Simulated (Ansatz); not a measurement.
## Hypothetical zinc blende TlBr: pressure series

Base system: TlBr in the zinc blende structure (space group F-43m, No. 216; a = 7.5018 Å; a hypothetical phase, not in the database extracts checked).

Cell and atoms are relaxed at each pressure.

Levels (all Ansatz, a program for electronic structure, PAW): PBE (420 eV, spin-orbit coupling left out); PBEsol (420 eV, no SOC).

The base cell above is that of PBE; each level relaxes its own structures.

```json
[
 {"case": "pressure −1 GPa", "band gap, PBE": "3.10 eV", "band gap, PBEsol": "2.96 eV"},
 {"case": "pressure 1.8 GPa", "band gap, PBE": "2.69 eV", "band gap, PBEsol": "2.47 eV"},
 {"case": "pressure 4.2 GPa", "band gap, PBE": "2.39 eV", "band gap, PBEsol": "2.15 eV"},
 {"case": "pressure 9 GPa", "band gap, PBE": "1.90 eV", "band gap, PBEsol": "1.63 eV"},
 {"case": "pressure 18 GPa", "band gap, PBE": "1.21 eV", "band gap, PBEsol": "0.92 eV"},
 {"case": "pressure 30 GPa", "band gap, PBE": "0.53 eV", "band gap, PBEsol": "0.23 eV"},
 {"case": "pressure 45 GPa", "band gap, PBE": "zero", "band gap, PBEsol": "zero"},
 {"case": "pressure 60 GPa", "band gap, PBE": "zero", "band gap, PBEsol": "zero"}
]
```

The two levels differ by at most about 0.29 eV. They put the cases in the same order.

A case with no gap was solved on a k-mesh chosen for an insulator, which is coarse for it. With Tl present, leaving out spin-orbit coupling can change the band edges. Load acts through the strain it causes; cell and atoms are relaxed under it. Whether these cells are dynamically stable was not tested. Competing high-pressure phases were not computed. All final runs are without spin polarisation. The zero or small gap of TlBr under pressure 30 GPa, TlBr under pressure 45 GPa and TlBr under pressure 60 GPa can change with the level of theory.
